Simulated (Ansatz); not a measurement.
Consider CaSe in the rock salt structure (space group Fm-3m, No. 225; a = 5.8685 Å). Axes: x, y, z lie along the cube axes.

All numbers come from Ansatz (a program for electronic structure), PBEsol, PAW, cutoff 420 eV, no spin-orbit coupling.

Strains are applied to the cell and any free atomic positions relax.

One change was made to it. Results:

| quantity | base | after |
|---|---|---|
| smallest direct gap | 2.85 eV | 2.67 eV |
| valence-band top at Γ (three highest levels, from the VBM) | 0.00, 0.00, 0.00 eV | 0.00, -0.12, -0.23 eV |
| band gap | 1.88 eV | 1.75 eV |

### Question
Which of these changes matches the shifts?
A. tensor shear ε_xy = +0.29 %
B. tensor shear ε_xy = +1.43 %
C. tensor shear ε_xy = +1.14 %
D. tensor shear ε_xy = +2.00 %

### Answer
D, tensor shear ε_xy = +2.00 %. For comparison, the valence-band top at Γ in the other runs: tensor shear ε_xy = +0.29 % gives 0.00, -0.02, -0.03 eV; tensor shear ε_xy = +1.14 % gives 0.00, -0.07, -0.13 eV; tensor shear ε_xy = +1.43 % gives 0.00, -0.09, -0.16 eV.

Whether these cells are dynamically stable was not tested.
